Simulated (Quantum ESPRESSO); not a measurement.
Troubleshooting Quantum ESPRESSO: a failed run on Zr₃Hg (Pm-3n, 8 atoms in the cell). The aim is a self-consistent single point with DFT, LDA (PW92), plane waves, PseudoDojo standard norm-conserving (LDA) pseudopotentials.

This input was run:

```fortran
&CONTROL
    calculation = 'scf',
    outdir = './tmp/',
    pseudo_dir = './',
    tprnfor = .true.,
    tstress = .true.,
/
&SYSTEM
    ibrav = 0,
    nat = 8,
    ntyp = 1,
    ecutwfc = 70,
    occupations = 'smearing',
    smearing = 'fermi-dirac',
    degauss = 0.0036749,
/
&ELECTRONS
    conv_thr = 1.0e-11,
/
ATOMIC_SPECIES
Hg   200.5920  Hg.upf
Zr    91.2240  Zr.upf
ATOMIC_POSITIONS {crystal}
Hg    0.0000000000    0.0000000000    0.0000000000
Hg    0.5000000000    0.5000000000    0.5000000000
Zr    0.2500000000    0.0000000000    0.5000000000
Zr    0.5000000000    0.7500000000    0.0000000000
Zr    0.7500000000    0.0000000000    0.5000000000
Zr    0.5000000000    0.2500000000    0.0000000000
Zr    0.0000000000    0.5000000000    0.7500000000
Zr    0.0000000000    0.5000000000    0.2500000000
K_POINTS {automatic}
5 5 5  0 0 0
CELL_PARAMETERS {angstrom}
   5.5600000000     0.0000000000     0.0000000000
   0.0000000000     5.5600000000     0.0000000000
   0.0000000000     0.0000000000     5.5600000000
```

Output (repeated stretches shortened):

```
     This program is part of the open-source Quantum ESPRESSO suite
     for quantum simulation of materials; please cite

Warning: card ZR    91.2240  ZR.UPF ignored

 %%%%%%%%%%%%%%%%%%%%%%%%%%%%%%%%%%%%%%%%%%%%%%%%%%%%%%%%%%%%%%%%%%%%%%%%%%%%%%
     Error in routine read_cards (3):
     species Zr in ATOMIC_POSITIONS is nonexistent
 %%%%%%%%%%%%%%%%%%%%%%%%%%%%%%%%%%%%%%%%%%%%%%%%%%%%%%%%%%%%%%%%%%%%%%%%%%%%%%

     stopping ...
```

### Question
Read the log: what does the program object to, and what is the fix?

### Answer
The fault is a species count that does not match the list of species. The number of species decides how many lines of the species card are read. To fix it, make the count match the list. The program stopped before any SCF iteration.

The sound input it was made from differs as follows (other fixes are possible):
```diff
-    ntyp = 1,
+    ntyp = 2,
```

With that input, the run converged in 13 iterations: free energy E − TS -17350.8307 eV; Fermi level (on the code's own zero) 15.35 eV; pressure -5.79 GPa (DFT, LDA (PW92), plane waves, PseudoDojo standard norm-conserving (LDA) pseudopotentials).

On the sound input: the starting cell comes from a database of published, mostly measured structures (it also holds non-ambient and calculated ones), without a prior relaxation at this level. With a pressure of about -6 GPa the cell is away from its equilibrium volume at this level.
